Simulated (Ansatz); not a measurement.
Levels about the gap of amorphous Si₃₀N₄₄Hf₃ (77 atoms in a cell of 870 Å³, 3.81 g/cm³; zone centre alone, so wide bands show as single levels with stretches between that a denser mesh fills), at the geometry that PBE relaxed, where it gives 0.9 GPa on a denser mesh. The participation number counts the atoms over which a state spreads; weights are charges in smoothed Voronoi cells. The levels come from a single point, so bond lengths are those of that geometry. Method of the levels: PBE, scalar-relativistic without spin-orbit coupling (Ansatz, a first-principles code). Sampling: the zone centre alone; Fermi-Dirac width 0.02 eV; no spin polarisation. At PBE the levels at both edges of the gap are localised (band-tail or defect states), and the nearest spread-out levels lie 3.1 eV apart at the zone centre.

Preparation: random packing, a CHGNet melt and quench, and a DFT relaxation. N atoms were pushed apart under 1.9 Å during the dynamics, to hinder bonds among them. The hot cell started wider than the set density and was brought back towards it in steps. It is the lowest in DFT energy of 2 quenches. It is a model cell: composition and starting density were chosen by hand, and all elements were melted together. No dispersion term was used. Its density started from a set value of 3.81 and ended at 3.81 g/cm³. The simulated quench (nominally 380 K/ps over its main leg) is rapid and tends to freeze in more defects than a deposited or slowly cooled glass has. Values belong to this one cell and scatter from quench to quench. The volume was held where the preparation left it and the shape relaxed, at a PBE pressure of 0.9 GPa. Stress components on the final sampling reach 1.1 GPa.

```tsv
E - E(highest filled), eV	filling	participation number	largest on	weight N	weight Hf	weight Si
-0.77	filled	21.5	N, 3 neighbours	0.88	0.02	0.10
-0.66	filled	20.1	N, 3 neighbours	0.87	0.03	0.10
-0.58	filled	25.8	N, 2 neighbours	0.89	0.03	0.09
-0.45	filled	12.8	N, 3 neighbours	0.88	0.01	0.11
-0.37	filled	15.9	N, 3 neighbours	0.88	0.01	0.10
-0.03	filled	5.3	N, 3 neighbours	0.87	0.02	0.11
0.00	filled	6.3	N, 3 neighbours	0.89	0.02	0.10
2.30	empty	3.0	Hf, 5 neighbours	0.31	0.57	0.13
2.52	empty	4.1	Hf, 5 neighbours	0.34	0.51	0.15
2.69	empty	12.4	Hf, 5 neighbours	0.42	0.34	0.23
2.84	empty	7.5	Hf, 5 neighbours	0.38	0.48	0.15
2.91	empty	8.9	Hf, 5 neighbours	0.37	0.44	0.20
3.19	empty	8.5	Hf, 5 neighbours	0.38	0.40	0.21
3.28	empty	18.0	Hf, 5 neighbours	0.43	0.28	0.29
```

Most localised among these is the empty level at +2.30 eV, on a Hf atom, which has 5 neighbours (N 2.08 Å, N 2.13 Å, N 2.29 Å, N 2.29 Å, N 2.33 Å).
